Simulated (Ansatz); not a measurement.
**Computed paths: Sb-vacancy pair in silicon, charge state +1**

Consider Sb-vacancy pair (Sb on one host Si site, one Si site vacant) in silicon, charge state +1. These are PBE, PAW (plane waves to 420 eV; Ansatz, a program for electronic structure) values and carry that method's errors.

Cell of 216 host sites held at the relaxed PBE lattice; one k-point at (0.250, 0.250, 0.250); Fermi-Dirac width 0.01 eV, spin-restricted; finite-size errors left in. Energies are static. Spin-orbit coupling is left out. The charge state is imposed; whether it is stable for some Fermi level was not computed. Forms of the defect that were not tried may lie lower.

Barriers: single points on a 2×2×2 k-point mesh shifted by half a step at the bands' geometries (they differ from the bands' own by up to 0.12 eV, and are uncertain by about as much).

```
Route                                                                                                  Start site over the lowest site run (eV)  Hop (Å)  Forward barrier (eV)  Backward barrier (eV)  Neighbours at the start      Neighbours at the saddle                        Saddle order  Forward, on the band's own sampling (eV)
-----------------------------------------------------------------------------------------------------  ----------------------------------------  -------  --------------------  ---------------------  -----------------------  ----------------------------  ----------------------------------  ----------------------------------------
the Sb atom itself jumps into the vacancy (Sb-vacancy distance between ideal sites 2.37 Å throughout)                                      0.00     1.48                  0.14                   0.14           3 Si at 2.63 Å  3 Si at 2.93, 3 Si at 2.94 Å  not checked, on a symmetry element                                      0.27
```

Paths come from nudged elastic bands with a climbing image.  A band can be held on a symmetry element, so unchecked saddle points there may be too high.

The whole set of runs took around 14 core-hours (rough).
